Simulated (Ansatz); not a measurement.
# AlN: response to strain

Take AlN in the wurtzite structure (space group P6_3mc, No. 186) as the base.

```
AlN
1.0
    3.10670     0.00000     0.00000
   -1.55335     2.69048     0.00000
    0.00000     0.00000     4.97846
Al N
2 2
Direct
  0.33333   0.66667   0.99659
  0.66667   0.33333   0.49659
  0.33333   0.66667   0.37821
  0.66667   0.33333   0.87821
```

Strains are applied to the cell and any free atomic positions relax.

The values are results of r2SCAN/PAW in Ansatz (a program for electronic structure), no SOC, not measurements.

Computed cases, in order: isotropic strain −4.41 %; isotropic strain −1.98 %; the unstrained base; isotropic strain +0.32 %.

Task: Between which two neighbouring cases does the gap turn between direct and indirect?

Result: Between isotropic strain −4.41 % (5.78 eV, indirect, Γ → K) and isotropic strain −1.98 % (5.44 eV, direct at Γ). The whole series: isotropic strain −4.41 %: 5.78 eV, indirect, Γ → K; isotropic strain −1.98 %: 5.44 eV, direct at Γ; the unstrained base: 4.88 eV, direct at Γ; isotropic strain +0.32 %: 4.79 eV, direct at Γ.

No phonon test of stability was made.
